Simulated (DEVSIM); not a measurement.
Structure: Ti/SiO2/p-Si capacitor, at 300 K.

| layer (left to right) | material | thickness (nm) | Na (cm⁻³) |
|---|---|---|---|
| 1 | SiO2 | 2.00 | - |
| 2 | Si | 890 | 4.2e17 |

Metal gate on the left, work function 4.33 eV. Fixed charge at the semiconductor interface -6.2e10 cm⁻² (in units of +e); no interface traps.

The device is made up for the run: typed textbook-type constants, with dimensions and the other settings drawn at random. Values at 300 K; Nc and Nv go as T^1.5, mobilities as T to minus their exponent, the gap by Varshni's rule with the affinity fixed.

```csv
parameter,SiO2,Si
gap (eV),9,1.124
affinity (eV),0.9,4.05
permittivity,3.9,11.7
Nc (cm⁻³),-,2.86e19
Nv (cm⁻³),-,3.1e19
Varshni α (eV/K),-,0.000473
Varshni β (K),-,636
```

Model (solved in DEVSIM): 1D Poisson equation in equilibrium, Boltzmann statistics, complete ionisation; no quantum confinement or tunnelling. Metal contacts follow the ideal Schottky-Mott rule: no Fermi-level pinning, no interface dipoles.

The temperature was swept, all else fixed.

```
temperature (K)  threshold voltage (band bending 2φF) (V)  minimum of the low-frequency capacitance (μF/cm²)  flat-band voltage (V)
---------------  ----------------------------------------  -------------------------------------------------  ---------------------
250                                                  0.41                                              0.184                  -0.76
300                                                  0.38                                              0.196                  -0.73
350                                                  0.35                                              0.203                  -0.69
400                                                  0.31                                              0.216                  -0.65
450                                                  0.28                                              0.230                  -0.61
500                                                  0.24                                              0.248                  -0.56
```

From the first row to the last the threshold voltage (band bending 2φF) goes from 0.41 to 0.24. From the first row to the last the minimum of the low-frequency capacitance goes from 0.184 to 0.248.
